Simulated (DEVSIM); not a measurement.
Device: n-channel Ge planar bulk MOSFET with SiO2, at 300 K.

```yaml
gate_length: 50 nm
source_drain_length: 40 nm
dielectric_thickness: 1.3 nm
lateral_straggle: 6.2 nm
underlap: 0 nm
junction_depth: 15.9 nm
substrate_depth: 201 nm
gate_work_function: 4.12 eV
source_and_drain_doping: 7e19 cm⁻³, Gaussian tails under the gate
body_doping: 1.4e18 cm⁻³
lifetime: 2e-8 s
supply: 1 V
halo_peak: 4e18 cm⁻³
back_or_body_bias: -0.5 V
```

All mobilities are scaled by 0.3; velocity saturation, μ/(1 + (μE/vsat)^b)^(1/b) with b = 2 for electrons and 1 for holes and E the electric field along each mesh edge, is on. Mobility is μmin + (μ − μmin)/(1 + (N/Nref)^α).

This is a model device: material constants are rounded textbook-type values typed into the input, and sizes, dopings and lifetimes were drawn at random. Values at 300 K.

Ge: gap (eV) 0.664, affinity (eV) 4, permittivity 16, Nc (cm⁻³) 1.04e19, Nv (cm⁻³) 6e18, μn (cm²/Vs) 3900, μp (cm²/Vs) 1900, μn,min 150, μp,min 100, Nref,n 2.6e17, Nref,p 4e17, αn 0.56, αp 0.6, vsat,n (cm/s) 6.5e6, vsat,p (cm/s) 6e6. SiO2: gap (eV) 9, affinity (eV) 0.9, permittivity 3.9.

Model (solved in DEVSIM): 2D drift-diffusion, Boltzmann statistics, complete ionisation; no quantum confinement, tunnelling, impact ionisation, self-heating, contact resistance or fringe fields beside the gate. Metal contacts follow the ideal Schottky-Mott rule: no Fermi-level pinning, no interface dipoles.

Transfer curves, |Id| in μA/μm:

| Vg (V) | Vd = 0.05 V | Vd = 1 V |
|---|---|---|
| -0.3 | 8.836e-7 | 1.455e-5 |
| -0.25 | 3.124e-6 | 5.352e-5 |
| -0.2 | 1.182e-5 | 0.0002006 |
| -0.15 | 4.572e-5 | 0.0007604 |
| -0.1 | 0.0001783 | 0.002900 |
| -0.05 | 0.0006972 | 0.01107 |
| 0 | 0.002720 | 0.04210 |
| 0.05 | 0.01054 | 0.1586 |
| 0.1 | 0.04039 | 0.5868 |
| 0.15 | 0.1522 | 2.091 |
| 0.2 | 0.5581 | 6.852 |
| 0.25 | 1.938 | 19.14 |
| 0.3 | 6.038 | 42.89 |
| 0.35 | 15.63 | 77.99 |
| 0.4 | 32.09 | 121.7 |
| 0.45 | 53.56 | 171.5 |
| 0.5 | 76.88 | 225.5 |
| 0.55 | 99.75 | 282.6 |
| 0.6 | 121.0 | 342.1 |
| 0.65 | 140.4 | 403.4 |
| 0.7 | 157.9 | 466.2 |
| 0.75 | 173.8 | 530.2 |
| 0.8 | 188.1 | 595.2 |
| 0.85 | 201.2 | 661.2 |
| 0.9 | 213.2 | 727.8 |
| 0.95 | 224.3 | 795.1 |
| 1 | 234.5 | 863.0 |

Task: Work out the subthreshold swing at low drain bias from the rows at -0.1 and -0.05 V, and compare it with the thermal limit.

Result: log10(0.0006972/0.0001783) = 0.592 over 50.0 mV, so S = 84.4 mV/decade. The limit kT/q ln 10 is 59.5 mV/decade; the ratio is 1.42. This is the steepest step of the table.

Task: Find both thresholds at the constant current 0.1 μA × (1 μm/L) a micrometre, and the DIBL.

Result: The current is 2.00 μA/μm. Interpolating ln Id gives 0.251 V and 0.148 V; their difference over the 0.95 V of drain bias is 110 mV/V.

Source and drain are degenerate, where Boltzmann statistics are only rough. The electric field that drives the saturation includes the junctions' built-in field, which lowers the mobility there even at small currents: subthreshold currents come out too low, a known weakness of this choice.
